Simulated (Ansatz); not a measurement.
Functionals compared on Cl on the 1x1 (111) surface of fcc Rh, one in a 2x2 cell, started at the site 'bridge Rh-Rh (span 2.7 Å)', in Ansatz (plane waves, PAW). The structure was relaxed with PBE; the other rows are single points on it, each with its references at the same level. Cutoff 420 eV (500 eV for r2SCAN).

Slab: 17 atoms, 6.5 Å thick at the start under the adsorbate (thin: gaps and levels are the slab's own); k 6x6x1, smearing 0.1 eV, dipole-corrected; 8 atoms held, the rest relaxed; start symmetry kept, larger cells not searched; no spin, no spin-orbit, no U, no dispersion correction. At the end it is bonded to 3 Rh. In PBE it is, or lies within 0.03 eV of, the lowest of the starts that converged. These notes are the PBE run's. Adsorption energies are against ½ Cl2(g). A negative adsorption energy means that the adsorbate is more stable on the surface than in its reference.

```csv
functional,adsorption energy (eV),work function of the top face (eV),change of the work function (eV),rough cost of the single point
PBE,-1.96,5.02,-0.13,–
RPBE,[?],[?],[?],about 2.2 core-minutes (a rough figure)
r2SCAN,-2.33,5.13,0.00,about 4 core-minutes (a rough figure)
```

Some entries are withheld; supply them.


- RPBE, adsorption energy (eV): -1.69
- RPBE, work function of the top face (eV): 4.91
- RPBE, change of the work function (eV): -0.06

Ansatz is a program for electronic structure.
